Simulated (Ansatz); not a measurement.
The parent structure is HgS in the zinc blende structure (space group F-43m, No. 216; a = 5.992 Å).

Levels (all Ansatz, an electronic-structure program, PAW, earlier PAW set): PBE (420 eV, scalar-relativistic without spin-orbit coupling); PBEsol (420 eV, no spin-orbit coupling).

Levels that relaxed their own cell: PBE and PBEsol.

```
level   lattice parameter a
------  -------------------
PBE                 5.992 Å
PBEsol              5.876 Å
```

Measured: lattice parameter a 5.841 Å (room temperature; as listed in Cardona et al., arXiv (2009)).

Computed minus measured — lattice parameter a: PBE +2.6 %, PBEsol +0.6 % (closest: PBEsol). Measured values not marked as corrected hold thermal and zero-point effects that the static-lattice runs lack.

Whether these cells are dynamically stable was not tested. All final runs are without spin polarisation.
